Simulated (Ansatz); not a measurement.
The parent structure is MoSi$_{2}$ (space group I4/mmm, No. 139; relaxed with 0.1 eV smearing).

```yaml
crystal:
  lattice:
    - [-1.58700, 1.58700, 3.88936]
    - [1.58700, -1.58700, 3.88936]
    - [1.58700, 1.58700, -3.88936]
  atoms:
    - { symbol: Si, position: [0.66479, 0.66479, 0.00000] }
    - { symbol: Si, position: [0.33521, 0.33521, 0.00000] }
    - { symbol: Mo, position: [0.00000, 0.00000, 0.00000] }
```

Cartesian axes are those of the cell as printed.

Computed with plane-wave PAW DFT at the LDA level (Ansatz, a program for electronic structure, 420 eV), without spin-orbit coupling.

It is then changed as follows: an isotropic linear strain of +3.00 %, atoms relaxed at fixed cell.

Problem. Predict the stress tensor and what it implies for the stiffness.

Solution. Stress of the strained cell less that of the base (GPa, compression positive):
```
  -15.8     0.0     0.0
    0.0   -15.8     0.0
    0.0     0.0   -17.4
```

Then B = −ΔP/(ΔV/V₀) with ΔV/V₀ = 0.0927 gives secant stiffness values (nonlinear terms included at this strain): B (at held cell shape, above the free-shape value) ≈ 177 GPa.

As a check, the harmonic strain energy −½ V₀ Δσ:ε is 60 meV/atom; the computed energy rise is 67 meV/atom.

Stability against distortions was not tested. The final runs are not spin-polarised.
